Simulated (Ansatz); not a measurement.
MgO (Pm-3n, No. 223, 12 atoms in the cell; start mp-1101930; a measured phase of this formula has another space group), treated with LDA (Ansatz, a quantum-chemistry and plane-wave program, plane waves, PAW).

Settings: plane-wave cutoff 520 eV, 6×6×6 k mesh, Fermi–Dirac smearing 0.01 eV, scalar-relativistic PAW data made under PBE.

Cell (relaxed at this level):

```cif
data_Mg6O6
_chemical_formula_sum 'Mg6 O6'
_space_group_name_H-M_alt 'Pm-3n'
_space_group_IT_number 223
_space_group_name_Hall '-P 4n 2 3'
_cell_length_a 5.52201
_cell_length_b 5.52201
_cell_length_c 5.52201
_cell_angle_alpha 90.000
_cell_angle_beta 90.000
_cell_angle_gamma 90.000
loop_
_atom_site_label
_atom_site_type_symbol
_atom_site_symmetry_multiplicity
_atom_site_Wyckoff_symbol
_atom_site_fract_x
_atom_site_fract_y
_atom_site_fract_z
_atom_site_occupancy
Mg1 Mg 6 c 0.00000 0.50000 0.25000 1
O1 O 6 d 0.00000 0.25000 0.50000 1
```

Estimate the band gap that the calculation returns.


- band gap = 2.87 eV (on the SCF k mesh)

Note: the relaxation could not lower the start's symmetry, so the cell can be a saddle point above a distorted one.

The computed numbers hold no vibrational or temperature effects.

A start named mp-… is a Materials Project structure, which need not be a measured phase.
